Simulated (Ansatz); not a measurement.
**Band gap of BSi₆As (model structure, I-42m, No. 121, 8 atoms in the cell) at several levels of theory**

No measured value is used here.

```csv
level (code),value (eV)
LDA (Ansatz),0.00
PBE+SOC (Ansatz),0.00
PBEsol+SOC (Ansatz),0.00
r²SCAN+SOC (Ansatz),0.03 (indirect)
HSE06 (Ansatz),[?]
```

Q: Some entries are withheld; supply them.

A: 
- HSE06 (Ansatz, a first-principles code), value (eV): 0.43 (indirect)

Computed values are for a static lattice. Levels without +SOC have no spin–orbit coupling; where heavier elements are present it shifts gaps, mostly down, and can invert bands. A gap of zero means that the bands touch or overlap; how far they overlap is not shown.  Values are at the PBEsol cell. Cutoffs and k meshes differ between the levels. Ansatz's density-functional and Hartree–Fock values are scalar-relativistic unless marked +SOC, with PAW data made under PBE.

A model structure was made by putting elements into a prototype or built by hand; it is no filed structure, need not be a known phase, and can be a saddle point held by its symmetry.
